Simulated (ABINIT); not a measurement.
## Equation of state of rutile-structure TiO2 (space group 136): energy against volume (ABINIT, PBE)

```
TiO2
1.0
    4.50839     0.00000     0.00000
    0.00000     4.50839     0.00000
    0.00000     0.00000     2.90737
Ti O
2 4
Cartesian
  0.00000   0.00000   0.00000
  2.25419   2.25419   1.45368
  1.37506   1.37506   0.00000
  3.62925   0.87914   1.45368
  0.87914   3.62925   1.45368
  3.13333   3.13333   0.00000
```

Method: PBE, norm-conserving pseudopotentials (PseudoDojo nc-sr-05 PBE standard) (plane waves; ABINIT). Settings: pseudos = [Ti.upf, O.upf]; ecut = 1497 eV; ixc = 11; occopt = 3; tsmear = 0.01 eV; ngkpt = 7 7 11; nshiftk = 1; shiftk = 0 0 0; potentials = PseudoDojo nc-sr-05 PBE standard; nband = 31; kptopt = 1; nstep = 60; tolvrs = 1e-11. The cell above is the first row's. The rows scale it uniformly. In all rows fractional positions and the k mesh are held. E is the free energy at the stated smearing, counted from the lowest row.

```csv
V (Å^3/atom),E (meV/atom)
9.8490,43.01
10.0631,20.93
10.2772,6.93
10.4913,0.20
10.7054,0.00
10.9195,5.66
11.1336,?
```

Q: Fit E against V with the third-order Birch-Murnaghan form, a cubic in V^(-2/3), and predict the withheld value at V = 11.1336.

A: With u = V^(-2/3) - 0.210, the rows have u = 0.007640, 0.004542, 0.001552, -0.001336, -0.004128, -0.006828. Least squares gives E = 2.489 + 2244.11·u + 398496·u² + 262486·u³. Residuals (row less fit): -0.001, 0.003, -0.003, -0.002, 0.003, -0.001; standard error 0.004 (degrees of freedom: 2). Its minimum lies at u = -0.002824, so V0 = (0.207176)^(-3/2) = 10.60. There d²E/du² = 792500 and d³E/du³ = 1575000, so B0 = (4/9) × 10.60^(-7/3) × 792500 × 0.160218 = 228 GPa (the last factor turns the table's units into GPa), and B0' = 4 + (2/3) × 0.207176 × (1575000)/792500 = 4.3. The program's pressures in the fitted runs (not shown) pass through zero at V = 10.60, 0.00 % from this V0. At the withheld row, u = -0.009441, so E = 2.489 + 2244.11 × (-0.009441) + 398496 × (-0.009441)² + 262486 × (-0.009441)³ = 16.600 meV/atom. The calculation gives 16.60 meV/atom, which the fit meets to the printed digits. The row lies outside the fitted rows, so this is an extrapolation. From the scatter of the fitted rows alone, a prediction at this place has a standard error of 0.012 meV/atom, so the miss is 0.0 times that.

Carrying the step between the two nearest rows on in a straight line would have given 11.32, off by 5.28; series whose last step already gives the withheld value aren't shown. The scan was laid around a cell of about the measured size, scaled by a guess for this functional; axis ratios and inner coordinates come from that cell. The runs keep the symmetry of the cell, so they don't test it for distortions. The shape of the cell and the inner coordinates aren't relaxed, so V0 and B0 belong to this uniform scaling; a relaxed crystal lies no higher in energy and is usually softer (forces reach 0.37 eV/Å in these rows). 2 of the planned runs didn't end soundly and are left out. Cutoffs and mesh are single choices, not tested for convergence of this quantity. Series with a scatter that would blur these digits, or in which a gap closes, are not shown. Nor are scans whose minimum lies at an end fitted in this form.
